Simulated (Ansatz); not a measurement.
Spinel FeAl₂O₄ was calculated with LDA (plane waves, PAW; Ansatz, a program for electronic structure).

Numerical settings: plane-wave cutoff 520 eV, 12×12×12 k mesh, Fermi–Dirac smearing 0.05 eV, spin-polarised with parallel moments, scalar-relativistic PAW data made under PBE.

Energies at three volumes about the minimum:

```csv
V (Å³/atom),E − E_lowest (meV/atom)
9.111,2.59
9.297,0.00
9.483,2.44
```

### Question
Fit a parabola by hand: where is the minimum, and what is the bulk modulus?

### Answer
Slopes: (0.00 − 2.59)/(9.297 − 9.111) = -13.925 and (2.44 − 0.00)/(9.483 − 9.297) = 13.118 meV/Å³. Curvature E″ = 2 × (13.118 − (-13.925))/(9.483 − 9.111) = 145.392 meV/Å⁶. From the middle of the first interval, the slope vanishes at V0 = 9.2040 − (-13.925)/145.392 = 9.300 Å³/atom. B = V0 E″ = 9.300 × 145.392 meV/Å³ × 0.1602 GPa per meV/Å³ = 217 GPa. The full Birch–Murnaghan fit to all volumes gives V0 = 9.297 Å³/atom and B0 = 217 GPa.

Measured, for comparison: equilibrium volume per atom 9.69 Å³/atom (temperature not stated, not corrected to a static lattice, from a published cell, temperature and pressure not stated; as tabulated in American Mineralogist 69, 937 (1984)). Computed less measured: equilibrium volume per atom -4.0 %.

Note: the magnetic order was assumed, not searched for or taken from measurement; functionals without U or exact exchange can leave correlated insulators metallic, so the missing gap need not be real.
